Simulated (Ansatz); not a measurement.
Reference: RbBr (Pm-3m), PBEsol, rigid bands (plane waves, PAW, scalar-relativistic; Ansatz, a quantum-chemistry and plane-wave program); geometry: cell and atoms relaxed with PBEsol.

```
CELL_PARAMETERS angstrom
      4.07295     0.00000     0.00000
      0.00000     4.07295     0.00000
      0.00000     0.00000     4.07295
ATOMIC_POSITIONS crystal
  Rb 0.00000 0.00000 0.00000
  Br 0.50000 0.50000 0.50000
```

The band gap is 4.04 eV, the electron conductivity mass is 0.31 mₑ and the Seebeck coefficient, n-type 1e19 cm⁻³ is -159 μV/K.

Task: Swap Br for Cl, keeping the structure type. How do these values move?

Result: RbCl (Pm-3m): volume per atom 33.8 to 29.4 Å³; band gap rises (4.04 eV to 4.94 eV); electron conductivity mass rises (0.31 mₑ to 0.37 mₑ); Seebeck coefficient, n-type 1e19 cm⁻³ rises in size (-159 μV/K to -176 μV/K).

Task: Replace Rb by K on the same sites and relax. What happens?

Result: KBr (Pm-3m): volume per atom 33.8 to 30.4 Å³; band gap stays about the same (4.04 eV to 3.96 eV); electron conductivity mass rises (0.31 mₑ to 0.33 mₑ); Seebeck coefficient, n-type 1e19 cm⁻³ stays about the same (-159 μV/K to -165 μV/K).

Task: Swap Rb for Cs, keeping the structure type. How do these values move?

Result: CsBr (Pm-3m): volume per atom 33.8 to 38.2 Å³; band gap rises (4.04 eV to 4.45 eV); electron conductivity mass stays about the same (0.31 mₑ to 0.30 mₑ); Seebeck coefficient, n-type 1e19 cm⁻³ stays about the same (-159 μV/K to -155 μV/K).

Moves up to 5 % count as about the same. Masses are for dilute carriers at 300 K, harmonic means over directions unless an axis is named. Seebeck coefficients are for the stated density at 300 K, with one relaxation time for all states and whether or not that doping can be reached. Spin-orbit coupling is left out.

Computed structure with no diffraction record at hand here (it may be known, metastable or hypothetical): KBr (Pm-3m), RbBr (Pm-3m), RbCl (Pm-3m).
